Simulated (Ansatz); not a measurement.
CdS under load (space group P6_3mc), r2SCAN with spin-orbit coupling, rigid bands in Ansatz (an electronic-structure program). Condition of this run: biaxial stress in the c plane of -2.4 GPa (compression positive) (the target of the relaxation). Band gap 1.61 eV, N_c = 1.69e18 cm⁻³ and N_v = 2.64e19 cm⁻³ at 300 K, conductivity masses along z (a = (4.23, 0.00, 0.00) Å; b = (-2.12, 3.67, 0.00) Å; c = (0.00, 0.00, 6.54) Å) of 0.171 mₑ (electrons) and 0.509 mₑ (holes). Take k_BT = 0.02585 eV.

Problem. A film of it is 3 nm thick, with its normal along the direction named. Estimate the confinement energies in an infinite well.

Solution. ħ²π²/(2m t²) = 0.376 eV·nm²/(m/mₑ × t²) gives 244 meV for electrons and 82.1 meV for holes, so the gap would widen to about 1.94 eV. Finite barriers and nonparabolic bands lower this, and with several valleys or bands the heaviest mass along the normal sets the lowest level, not this average.

Problem. What built-in voltage has an abrupt junction with N_A = 1e17 and N_D = 1e17 cm⁻³, all dopants ionised?

Solution. V_bi = E_g/e − (k_BT/e) ln(N_c N_v/(N_A N_D)) = 1.61 − 0.02585 × 8.40 = 1.39 V, for the computed gap.

Problem. Find the intrinsic carrier density and the intrinsic Fermi level.

Solution. n_i = √(N_c N_v) exp(−E_g/2k_BT) = 6.68e18 × exp(−31.14) = 2.0e5 cm⁻³. The level lies (k_BT/2) ln(N_v/N_c) = 36 meV from mid-gap (positive towards the conduction band). Each 0.1 eV added to the gap lowers n_i by a factor of 6.9.

Rigid bands with the computed gap; masses take one relaxation time for all states. Geometry: cell and atoms relaxed with PBEsol.
